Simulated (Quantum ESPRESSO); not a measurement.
Quantum ESPRESSO run on LiFeF4 (I4_1/a, 12 atoms in the cell): self-consistent single point.

Method: LDA (PZ), GBRV 1.5 ultrasoft (LDA) pseudopotentials (plane waves; Quantum ESPRESSO).

```xyz
12
Lattice="-2.4493 2.4493 5.6448 2.4493 -2.4493 5.6448 2.4493 2.4493 -5.6448" Properties=species:S:1:pos:R:3 pbc="T T T"
Li     0.0000     2.4493     2.8224
Li     0.0000     0.0000     0.0000
Fe     0.0000     0.0000     5.6448
Fe     2.4493     0.0000     2.8224
F      1.2790    -1.1238     4.8620
F      3.5731     1.2790     2.0396
F      1.1703     3.5731    -0.7828
F     -1.1238     1.1703     7.6843
F      1.1703     1.1238     3.6052
F      1.3254     1.1703     0.7828
F      1.2790     1.3254    -2.0396
F      1.1238     1.2790     6.4276
```
Moments meant for the start (each program seeds them in its own way; μB, in the order of the atoms Li Li Fe Fe F F F F F F F F): 0.0 0.0 4.0 4.0 0.0 0.0 0.0 0.0 0.0 0.0 0.0 0.0.

Reference input (self-consistent single point, DFT, LDA (PZ), plane waves, GBRV 1.5 ultrasoft (LDA) pseudopotentials): ecutwfc = 50 Ry; ecutrho = 400 Ry; occupations = smearing; smearing = gaussian; degauss = 0.00147 Ry; nspin = 2; potentials = {Li: li_lda_v1.4.uspp.F.UPF, Fe: fe_lda_v1.5.uspp.F.UPF, F: f_lda_v1.4.uspp.F.UPF}; K_POINTS = automatic 5 5 5 0 0 0; conv_thr = 1e-09 Ry; mixing_beta = 0.4. This run's input differs from it in these lines:

```diff
@@ -43,3 +43,3 @@
 K_POINTS {automatic}
-5 5 5  0 0 0
+3 3 3  0 0 0
 CELL_PARAMETERS {alat}
```

Output (repeated stretches shortened):

```
     Self-consistent Calculation

     iteration #  1     ecut=    50.00 Ry     beta= 0.40

     total energy              =    -918.11504585 Ry
     estimated scf accuracy    <       0.94868700 Ry

     total magnetization       =    10.00 Bohr mag/cell
     absolute magnetization    =    10.00 Bohr mag/cell

     iteration #  2     ecut=    50.00 Ry     beta= 0.40

     total energy              =    -918.19190224 Ry
     estimated scf accuracy    <       1.16676397 Ry

     total magnetization       =    10.00 Bohr mag/cell
     absolute magnetization    =    10.00 Bohr mag/cell

     iteration #  3     ecut=    50.00 Ry     beta= 0.40

   [... lines left out ...]
     atom   2 (R=0.120)  charge=  2.0977  magn=  0.0037
     atom   3 (R=0.117)  charge= 12.6932  magn=  3.7689
     atom   4 (R=0.117)  charge= 12.6932  magn=  3.7689
     atom   5 (R=0.117)  charge=  6.2156  magn=  0.1775
     atom   6 (R=0.117)  charge=  6.2156  magn=  0.1775
     atom   7 (R=0.117)  charge=  6.2156  magn=  0.1775
     atom   8 (R=0.117)  charge=  6.2156  magn=  0.1775
     atom   9 (R=0.117)  charge=  6.2156  magn=  0.1775
     atom  10 (R=0.117)  charge=  6.2156  magn=  0.1775
     atom  11 (R=0.117)  charge=  6.2156  magn=  0.1775
     atom  12 (R=0.117)  charge=  6.2156  magn=  0.1775
     End of self-consistent calculation

     the Fermi energy is     3.3431 ev

!    total energy              =    -918.42472356 Ry
     estimated scf accuracy    <          9.3E-12 Ry
     smearing contrib. (-TS)   =      -0.00000000 Ry
     internal energy E=F+TS    =    -918.42472356 Ry

     total magnetization       =    10.00 Bohr mag/cell
     absolute magnetization    =    10.02 Bohr mag/cell

     convergence has been achieved in  13 iterations

     Forces acting on atoms (cartesian axes, Ry/au):

     atom    1 type  1   force =     0.00000000    0.00000000   -0.00000000
     atom    2 type  1   force =     0.00000000    0.00000000   -0.00000000
     atom    3 type  2   force =     0.00000000    0.00000000    0.00000000
     atom    4 type  2   force =    -0.00000000   -0.00000000   -0.00000000
   [... lines left out ...]

     Total force =     0.039290     Total SCF correction =     0.000010

          total   stress  (Ry/bohr**3)                   (kbar)     P=      -75.42
  -0.00054800  -0.00000000   0.00000000          -80.61       -0.00        0.00
  -0.00000000  -0.00054800   0.00000000           -0.00      -80.61        0.00
   0.00000000  -0.00000000  -0.00044205            0.00       -0.00      -65.03

   JOB DONE.
```

The run converged in 13 iterations. Against the reference run the free energy is nearly the same (within 1 meV/atom), the pressure stays at -7.54 GPa, the largest force stays at 0.357 eV/Å, the gap on the mesh goes from 1.237 to 1.259 eV and the size of the net moment stays at 0.83 μB/atom.

The starting cell comes from a database of computed structures (which also holds hypothetical and non-ambient phases and stackings), without a prior relaxation at this level. Its lattice was rescaled by a random factor within 2.5 % of one. The magnetic order is the one reached from the typed start; others were not searched systematically. With a pressure of about -8 GPa the cell is away from its equilibrium volume at this level.

Cost on one core of a shared machine: roughly 2 min.
